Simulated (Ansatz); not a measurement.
Take an 8-atom supercell of Ta in the bcc (W type) structure (space group Im-3m, No. 229) at its relaxed geometry as the base.

```yaml
crystal:
  lattice:
    - [-3.31974, 3.31974, 3.31974]
    - [3.31974, -3.31974, 3.31974]
    - [3.31974, 3.31974, -3.31974]
  atoms:
    - { symbol: Ta, position: [0.00000, 0.00000, 0.00000] }
    - { symbol: Ta, position: [0.00000, 0.00000, 0.50000] }
    - { symbol: Ta, position: [0.00000, 0.50000, 0.00000] }
    - { symbol: Ta, position: [0.00000, 0.50000, 0.50000] }
    - { symbol: Ta, position: [0.50000, 0.00000, 0.00000] }
    - { symbol: Ta, position: [0.50000, 0.00000, 0.50000] }
    - { symbol: Ta, position: [0.50000, 0.50000, 0.00000] }
    - { symbol: Ta, position: [0.50000, 0.50000, 0.50000] }
```

The values are results of PBE in Ansatz (plane waves to 420 eV, PAW, scalar-relativistic without spin-orbit coupling), earlier PAW set, not measurements.

One neutral defect a cell, atoms relaxed at fixed cell.

One change was made to it. Results:

| quantity | base | after |
|---|---|---|
| pressure | -0.1 GPa | 17.1 GPa |
| largest displacement of a host atom from its site in the perfect cell | – | 0.23 Å |

### Question
Which of these changes matches the shifts?
A) Zr on a Ta site
B) Li interstitial (started 1.75 Å from the nearest host atom)
C) Ta vacancy, symmetric start

### Answer
B, Li interstitial (started 1.75 Å from the nearest host atom). For comparison, the pressure in the other runs: Ta vacancy, symmetric start gives -7.5 GPa; Zr on a Ta site gives 4.6 GPa.

In so small a cell the defect repeats every few ångströms: this is an ordered compound, not a dilute defect. Defects with a symmetric start kept the site's symmetry and may sit on a saddle; the others started slightly shaken. All final runs are without spin polarisation. An odd electron count without spin: LiTa8 and ZrTa7.

Ansatz is a first-principles code.
